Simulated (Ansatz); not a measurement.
# Response to strain in Zr2Ir

The reference is Zr2Ir (space group I4/mcm, No. 140; a cell from a computed database, its experimental status unchecked).

```
CELL_PARAMETERS angstrom
     -3.23153     3.23153     2.82478
      3.23153    -3.23153     2.82478
      3.23153     3.23153    -2.82478
ATOMIC_POSITIONS crystal
  Zr 0.66931 0.16931 0.83862
  Zr 0.33069 0.83069 0.16138
  Zr 0.16931 0.33069 0.50000
  Zr 0.83069 0.66931 0.50000
  Ir 0.75000 0.75000 0.00000
  Ir 0.25000 0.25000 0.00000
```

Cartesian axes are those of the cell as printed.

Strains are applied to the cell and any free atomic positions relax.

Method: Ansatz (a first-principles code), PBEsol, PAW, cutoff 420 eV, without spin-orbit coupling.

Notes on the quantities. energy relative to the base: free energy F; pressure: mean of the normal stresses, compression positive.

```
change                          energy relative to the base  shortest interatomic distance  pressure
------------------------------  ---------------------------  -----------------------------  --------
base                                             0 meV/atom                        2.786 Å   0.0 GPa
isotropic strain −2.87 %                       +71 meV/atom                        2.722 Å  14.9 GPa
uniaxial strain ε_yy = −1.76 %                +3.8 meV/atom                        2.764 Å   2.8 GPa
uniaxial strain ε_zz = +0.21 %                +0.1 meV/atom                        2.787 Å  -0.3 GPa
```

Without a gap, meshes like the base's 11×11×11 leave anisotropic stresses uncertain by several tenths of a GPa, and small strain energies with them. No phonon test of stability was made. All final runs are without spin polarisation.
